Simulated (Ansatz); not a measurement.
Structures of equal composition on the (000-1) surface of 4H silicon carbide (C plane on top): (√3x√3)R30° Bi adatom at H3; (√3x√3)R30° Bi adatom at T4. The slabs share one bottom face, and each structure is named by its start. These are constructed structures in small cells; real faces may alloy, dewet or reconstruct in larger ones, and not all known structures of the face are among them. Slabs of about 11 Å, Fermi-Dirac smearing of 0.025 eV. Bottom of the slabs: H caps. Relaxed from the named starts with such symmetry as they have, on meshes of like density; energies extrapolated to zero smearing; spin only where a row says so; no spin-orbit coupling, no U. Brackets mark spin-polarised runs, whose order is one that fits the cell. Where a second, spin-polarised start was run, the lower counts.

These are PBE (plane waves to 420 eV, PAW; Ansatz, an electronic-structure program) values and carry that method's errors.

Rank these by energy per 1x1 cell (lowest first), as PBE gives it.

(√3x√3)R30° Bi adatom at T4 (0.000 eV, gap 1.90 eV on the mesh), (√3x√3)R30° Bi adatom at H3 (0.059 eV, gap 1.65 eV on the mesh)
